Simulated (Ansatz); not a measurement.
Take CdTe in the zinc blende structure (space group F-43m, No. 216; a = 6.558 Å) as the base. Axes: x, y, z lie along the cube axes.

Method: Kohn–Sham DFT with the r2SCAN functional, run in Ansatz (an electronic-structure program) with PAW and 500 eV plane waves, no SOC.

Now apply this change: an isotropic linear strain of +2.79 %; the atoms relax in the strained cell.

**Question.** Predict the stress tensor and what it implies for the stiffness.

**Answer.** Stress of the strained cell less that of the base (GPa, compression positive):
```
  -2.75    0.00    0.00
   0.00   -2.75    0.00
   0.00    0.00   -2.75
```

Then B = −ΔP/(ΔV/V₀) with ΔV/V₀ = 0.0861 gives secant stiffness values (nonlinear terms included at this strain): B ≈ 32 GPa.

As a check, the harmonic strain energy −½ V₀ Δσ:ε is 25 meV/atom; the computed energy rise is 28 meV/atom.

Whether these cells are dynamically stable was not tested.
